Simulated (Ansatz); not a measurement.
Structures of equal composition on the (0001) surface of 4H silicon carbide (Si plane on top): (√3x√3)R30° Ge adatom at H3; (√3x√3)R30° Ge adatom at T4. The slabs share one bottom face, and each structure is named by its start. These are constructed structures in small cells; real faces may alloy, dewet or reconstruct in larger ones, and not all known structures of the face are among them. Slabs of about 10 Å, Fermi-Dirac smearing of 0.025 eV. Bottom of the slabs: H caps. Relaxed from the named starts with such symmetry as they have, on meshes of like density; energies extrapolated to zero smearing; spin only where a row says so; no spin-orbit coupling, no U. Brackets mark spin-polarised runs, whose order is one that fits the cell. Where a second, spin-polarised start was run, the lower counts.

Level of theory: r2SCAN, at the PBE geometry (plane waves to 500 eV, PAW; Ansatz, an electronic-structure program).

Q: Order them by energy per 1x1 cell (lowest first) at the level r2SCAN, at the PBE geometry.

A: (√3x√3)R30° Ge adatom at T4 (0.000 eV [spin, 1.0 μB a cell], gap 0.59 eV on the mesh), (√3x√3)R30° Ge adatom at H3 (0.155 eV [spin, 1.0 μB a cell], gap 0.76 eV on the mesh)
